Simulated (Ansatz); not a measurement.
**Short convergence ladders for TiCo (P4mm, 2 atoms in the cell)**

```xyz
2
Lattice="2.9810 0.0000 0.0000 0.0000 2.9810 0.0000 0.0000 0.0000 2.9810" Properties=species:S:1:pos:R:3 pbc="T T T"
Ti     0.0000     0.0000     0.0500
Co     1.4905     1.4905     1.4905
```

Base method: LDA (PW92), PAW files made with PBE (plane waves; Ansatz, a quantum-chemistry and plane-wave program).

Base settings: basis.ecutwfc = 420 eV; kpoints.mp_grid.grid = 11 11 11; hamiltonian.xc = lda; hamiltonian.pseudopotentials = {kind: paw} (the program's default PAW files); scf.occupations.method = fermi_dirac; scf.occupations.width = 0.1 eV.

The count of work is k-points × plane waves × bands × iterations; it is no time. 

**The width of Fermi-Dirac smearing**

In this ladder: kpoints.mp_grid.grid = 18 18 18.

Narrow widths need finer meshes than wide ones, so the last steps can hold mesh noise.

Only quantities that move along the ladder and can be compared are tabulated; pressure and forces are left out, as mesh noise rules them at narrow widths.

```csv
scf.occupations.width,free energy less the last step's (meV/atom),energy extrapolated to zero width less the last step's (meV/atom)
1 eV,-1970.41,-78.83
0.5 eV,-476.06,4.23
0.3 eV,-161.03,-9.76
0.2 eV,-63.28,-5.17
0.1 eV,0.00,0.00
```

Widest scf.occupations.width that holds the energy extrapolated to zero width within 2 meV/atom: not settled: the last two steps still differ by 5.2 meV/atom, over half the tolerance, so the ladder does not show it.

Widest scf.occupations.width that holds the free energy within 5 meV/atom: not settled: the last two steps still differ by 63 meV/atom, over half the tolerance, so the ladder does not show it.

The extrapolation to zero width removes most of the smearing's effect on the energy.

**The width of Methfessel-Paxton smearing**

In this ladder: kpoints.mp_grid.grid = 18 18 18; scf.occupations.method = methfessel_paxton.

Narrow widths need finer meshes than wide ones, so the last steps can hold mesh noise.

Only quantities that move along the ladder and can be compared are tabulated; pressure and forces are left out, as mesh noise rules them at narrow widths.

| scf.occupations.width | free energy less the last step's (meV/atom) |
|---|---|
| 0.5 eV | -3.32 |
| 0.3 eV | -0.82 |
| 0.2 eV | -0.30 |
| 0.1 eV | -0.07 |
| 0.05 eV | 0.00 |

Widest scf.occupations.width that holds the free energy within 1 meV/atom of the last step, with all finer ones: 0.3 eV; the step before is off by 3.3 meV/atom.

**The mesh under tetrahedron occupations**

In this ladder: scf.occupations.method = tetrahedron; scf.occupations.width = default.

Only quantities that move along the ladder and can be compared are tabulated.

| kpoints.mp_grid.grid | free energy less the last step's (meV/atom) | pressure (GPa) | largest difference of a force vector from the last step's (eV/Å) | count of work / last |
|---|---|---|---|---|
| 5 5 5 | 9.91 | -14.36 | 0.013 | 0.014 |
| 6 6 6 | -6.80 | -14.08 | 0.029 | 0.030 |
| 7 7 7 | 6.93 | -14.39 | 0.015 | 0.033 |
| 9 9 9 | 0.53 | -14.54 | 0.017 | 0.051 |
| 11 11 11 | -0.23 | -14.36 | 0.004 | 0.086 |
| 13 13 13 | -0.01 | -14.41 | 0.005 | 0.15 |
| 17 17 17 | 0.08 | -14.40 | 0.002 | 0.31 |
| 21 21 21 | 0.13 | -14.41 | 0.000 | 0.49 |
| 26 26 26 | 0.00 | -14.41 | 0.000 | 1.0 |

Coarsest kpoints.mp_grid.grid that holds the free energy within 5 meV/atom of the last step, with all finer ones: 9 9 9, at 0.051 of the last step's count of work; the step before is off by 6.9 meV/atom.

Coarsest kpoints.mp_grid.grid that holds the forces within 0.02 eV/Å of the last step, with all finer ones: 7 7 7, at 0.033 of the last step's count of work; the step before is off by 0.029 eV/Å.

Coarsest kpoints.mp_grid.grid that holds the pressure within 0.1 GPa of the last step, with all finer ones: 11 11 11, at 0.086 of the last step's count of work; the step before is off by 0.13 GPa.

On the base run: the starting cell has typed, rounded lattice constants, without a prior relaxation at this level. Its lattice was rescaled by up to half a per cent. One atom was moved a little off its site on purpose. Spin polarisation is off. In the base run, with a pressure of about -14 GPa the cell is away from its equilibrium volume at this level. Ansatz's pressure includes its estimate of the finite-basis (Pulay) stress.

Left out of this page: 4 runs of the series outside the window shown, repeating another row's setting, or not comparable; 1 run of the series unsound by tests on forces, stress, charge or solver warnings.

Keys are those of Ansatz 0.2.
